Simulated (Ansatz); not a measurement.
Ca₃P₂ (Pm-3m, No. 221, 5 atoms in the cell; start mp-1013547), treated with G0W0@HSE06 in Ansatz (plane waves, hard PAW, contour deformation, complete-basis limit).

Settings: largest k mesh 6×6×6 (not extrapolated in the mesh).

Cell (relaxed with PBEsol):

```yaml
crystal:
  lattice:
    - [5.24220, 0.00000, 0.00000]
    - [0.00000, 5.24220, 0.00000]
    - [0.00000, 0.00000, 5.24220]
  atoms:
    - { symbol: Ca, position: [0.00000, 0.50000, 0.50000] }
    - { symbol: Ca, position: [0.50000, 0.00000, 0.50000] }
    - { symbol: Ca, position: [0.50000, 0.50000, 0.00000] }
    - { symbol: P, position: [0.00000, 0.00000, 0.00000] }
    - { symbol: P, position: [0.50000, 0.50000, 0.50000] }
```

Question: Estimate the band gap that the calculation returns.

Answer: 
- band gap = 1.29 eV (direct)

Note: GW on a hybrid start was not checked against another program; the gap holds a correction of +0.13 eV to the complete basis.

Static lattice: no zero-point or thermal effects.

A start named mp-… is a Materials Project structure, which need not be a measured phase.

Ansatz is a first-principles code.
